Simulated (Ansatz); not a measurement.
**A self-consistent single point of Ta2H (P2, 3 atoms in the cell) with Ansatz (a quantum-chemistry and plane-wave program)**

Method: LDA (PW92), default PAW files made with PBE (plane waves; Ansatz).

This input was run:

Ansatz 0.2 input:
```yaml
# Ta2H
crystal:
  lattice:
    - [1.729097, -2.383327, 0.000000]
    - [1.729097, 2.383327, 0.000000]
    - [0.000000, 0.000000, 4.782363]
  atoms:
    - { symbol: Ta, position_ang: [0.864549, 1.191663, 1.315269] }
    - { symbol: Ta, position_ang: [0.864549, -1.191663, 3.517093] }
    - { symbol: H, position_ang: [0.000000, 0.000000, 0.000000] }
basis:
  ecutwfc: 30.9 Ry
kpoints:
  mp_grid:
    grid: [8, 8, 5]
hamiltonian:
  xc: lda
  pseudopotentials:
    kind: paw
scf:
  occupations:
    method: fermi_dirac
    width: 0.0073 Ry
output:
  forces: true
  eigenvalues: true
  stress: true
```

The program printed (abridged):

```
WARN the atoms were moved onto the symmetric positions of the space group found under crystal.symmetry.tolerance 1.0e-5 (fractional …
WARN ansatz: RAYON_NUM_THREADS=1 ignored (pool sized by the plan → 1); use --threads N
Pseudopotentials: kind: paw
Pseudopotential: Ta, paw, valence charge 13
Pseudopotential: H, paw, valence charge 1
Crystal: 3 atoms, lattice volume = 39.416 Å³
Basis set: ecut = 420.4159175005146 eV, 761 PW (Γ)
Bands: 18, of which v1, the nominal top of the filled ones, is band 14 counted from 1 (13 counted from 0)
Symmetry: 2 space group operations
Space group: P2 (ITA 3), of the structure as read, at distance tolerance 3.4e-5 Å
k-points: 102 of 320 (time reversal used)
PAW frozen core: Ta, regenerated for the run's functional, and the local potential with it
Initial density: superposition of atomic densities (neutral atoms: chi_scale 0, normalization atom), corrected by the library's trained network
Initial wavefunctions: pseudopotential atomic-orbital guess
Eigensolver: davidson
Functional: x = slater, c = lda
SCF iter   1: F=—  HF=-19381.355333 eV  |F-HF|=—  |Δ(HF+E_count)|=         —  Δρ=6.33e-3  dr2=1.51e-2  ethr=1.77e-3  ⟨swp⟩=5.4  Hψ=8064  notcnv=0
all-band conjugate gradients solve this SCF's bands
preconditioner: auto → none
SCF iter   2: F=—  HF=-19381.352380 eV  |F-HF|=—  |Δ(HF+E_count)|=   2.95e-3  Δρ=3.69e-3  dr2=5.52e-3  ethr=5.58e-5  ⟨swp⟩=1.4  Hψ=2771  notcnv=0  defer=1
SCF iter   3: F=—  HF=-19381.350810 eV  |F-HF|=—  |Δ(HF+E_count)|=   1.57e-3  Δρ=4.76e-4  dr2=4.60e-5  ethr=2.05e-5  ⟨swp⟩=2.0  Hψ=2405  notcnv=0  defer=1
SCF iter   4: F=—  HF=-19381.350788 eV  |F-HF|=—  |Δ(HF+E_count)|=   2.21e-5  Δρ=1.26e-4  dr2=5.10e-6  ethr=1.70e-7  ⟨swp⟩=2.0  Hψ=3091  notcnv=0  defer=1
SCF iter   5: F=—  HF=-19381.350788 eV  |F-HF|=—  |Δ(HF+E_count)|=   5.51e-7  Δρ=5.96e-5  dr2=6.59e-6  ethr=1.89e-8  ⟨swp⟩=2.2  Hψ=3061  notcnv=0  defer=1
SCF iter   6: F=—  HF=-19381.350787 eV  |F-HF|=—  |Δ(HF+E_count)|=   1.65e-6  Δρ=1.14e-5  dr2=1.30e-7  ethr=1.89e-8  ⟨swp⟩=2.0  Hψ=2407  notcnv=0  defer=1
SCF iter   7: F=-19381.350787 eV  HF=-19381.350787 eV  |F-HF|=1.99e-9  |Δ(HF+E_count)|=   3.18e-8  Δρ=2.50e-6  dr2=2.64e-9  ethr=3.70e-10  ⟨swp⟩=4.5  Hψ=5880  notcnv=0
SCF 1 converged in 7 iterations: F = -19381.350787 eV  dr2 = 2.64e-9
SCF converged after 7 iterations
Free energy (F): -19381.350787 eV
Harris-Foulkes:  -19381.350787 eV  (|F-HF|=1.99e-9)
Internal energy: -19381.300549 eV  (E = F + TS)
E sigma→0 (E₀):  -19381.325668 eV
Entropy (-TS):   -0.050238 eV (-16.746 meV/atom)
Fermi energy:    17.113645 eV
--- Per-component energies (eV) ---
  E_band       = -245.931046
  E_kinetic    = 745.611527
  E_local      = -1189.560977  (includes V_loc(G=0)·N_el)
  E_nonlocal   = 41.416231
  E_hartree    = 406.517051
  E_xc         = -442.611150
  E_vxc        = -419.831573  (∫ρ·V_xc dr)
  E_paw        = -16298.071571  (= ΣΔE_a)
  E_vpaw       = -236.598599  (= ΣTr[D̂ρ^β])
  E_aug_tail   = -0.000999  (compensation charges beyond the density's cutoff)
  E_ewald      = -2645.118465
  E_core_change = 0.517806  (= ΣΔE_core)
  E_smearing   = -0.050238  (= −TS)
  E_closure    = 0.000000  (closes the sum)
  Σ components = -19381.350787   (vs F -19381.350787, Δ=0.00e0)
--- Forces (eV/Å), atoms counted from 1 ---
  atom   1  Ta     0.00000000     0.00000000    -0.49897257
  atom   2  Ta    -0.00000000     0.00000000     0.33122401
  atom   3  H     -0.00000000    -0.00000000     0.16774406
  max |Σ_I F_I| component: 4.51e-6 eV/Å
--- Stress (GPa, compression-positive) ---
      -11.569939      -0.457691       0.000000
       -0.457691     -11.141719       0.000000
        0.000000       0.000000     -10.020409
  P = ⅓ Tr σ = -10.9107 GPa (-109.107 kbar)
  The stress holds the Pulay correction. Without it, at fixed plane waves, as pw.x and ABINIT print it: P = -10.9983 GPa
--- Band table (eV; the first three rows and the last of 102) ---
  k-point 0: bands = ["-50.3224", "-50.2252", "-17.3477", "-16.7015", "-16.4097", "-16.3822", "-16.3806", "-16.3327", "7.5592", "12.7075", "14.0705", "16.3678", "17.2299", "17.3278", "17.9818", "19.9553", "20.5122", "20.7396"]
  k-point 1: bands = ["-50.3163", "-50.2314", "-17.2709", "-16.6787", "-16.4703", "-16.4126", "-16.3827", "-16.3521", "7.8979", "12.3778", "14.2810", "15.9407", "17.0990", "17.6094", "17.9756", "19.9853", "20.3139", "20.6430"]
  k-point 2: bands = ["-50.3039", "-50.2439", "-17.0868", "-16.6726", "-16.6311", "-16.4342", "-16.3891", "-16.3743", "8.6615", "11.4946", "14.7495", "15.7393", "16.4882", "17.7707", "18.6481", "19.9878", "20.0938", "20.4217"]
  k-point 101: bands = ["-50.2267", "-50.1796", "-17.2394", "-17.0917", "-16.9751", "-16.8828", "-16.7411", "-16.5736", "10.8145", "13.9147", "14.0789", "15.0789", "16.5825", "18.0102", "18.2413", "19.0408", "22.6434", "23.1626"]
```

The run converged in 7 iterations.

The starting cell comes from a database of computed structures (which also holds hypothetical and non-ambient phases and stackings), without a prior relaxation at this level. Its lattice was rescaled by up to half a per cent. One atom was moved a little off its site on purpose. Spin-orbit coupling is off. Spin polarisation is off. With a pressure of about -11 GPa the cell is away from its equilibrium volume at this level. Ansatz's pressure includes its estimate of the finite-basis (Pulay) stress.
